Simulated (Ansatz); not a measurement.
Structures of equal composition on the (000-1) surface of 4H silicon carbide (C plane on top): (√3x√3)R30° Si adatom at H3; (√3x√3)R30° Si adatom at T4. The slabs share one bottom face, and each structure is named by its start. These are constructed structures in small cells; real faces may alloy, dewet or reconstruct in larger ones, and not all known structures of the face are among them. Slabs of about 11 Å with all that they carry, Fermi-Dirac smearing of 0.025 eV. Bottom of the slabs: H caps. Relaxed from the named starts with such symmetry as they have, on meshes of like density; energies extrapolated to zero smearing; no spin-orbit coupling, no U. Spin-polarised runs, if any, are marked in brackets, and their order is one that fits the cell; the others ran without spin. Where a second, spin-polarised start was run, the lower counts.

Host crystal: 4H silicon carbide, with a band gap (PBE, scalar-relativistic without spin-orbit coupling).

Level of theory: PBE (plane waves to 420 eV, PAW; Ansatz, a quantum-chemistry and plane-wave program).

Problem. Rank these by energy per 1x1 cell (lowest first), as PBE gives it.

Solution. (√3x√3)R30° Si adatom at H3 (0.000 eV [spin, 1.0 μB a cell], gap 0.69 eV on the mesh), (√3x√3)R30° Si adatom at T4 (0.037 eV [spin, 1.0 μB a cell], gap 0.54 eV on the mesh)
